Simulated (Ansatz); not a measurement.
We consider HoAu2 (I4/mmm, No. 139), described by r²SCAN+rVV10 (PAW; Ansatz, a program for electronic structure).

Numerical settings: plane-wave cutoff 560 eV, 22×22×22 k mesh, Fermi–Dirac smearing 0.05 eV, spin-polarised with parallel moments, scalar-relativistic PAW data made under PBE.

Computed at the level's own relaxed cell.

### Question
Predict the lattice constant a and c axis length.

### Answer

- lattice constant a: 3.685 Å
- c axis length: 8.978 Å

Note: the magnetic order was assumed, not searched for or taken from measurement; the 4f shell is treated without U or exact exchange, so its levels and filling can be wrong.

Spin–orbit coupling is not included; it can shift volumes and moduli of such heavy elements.

The computed numbers hold no vibrational or temperature effects.
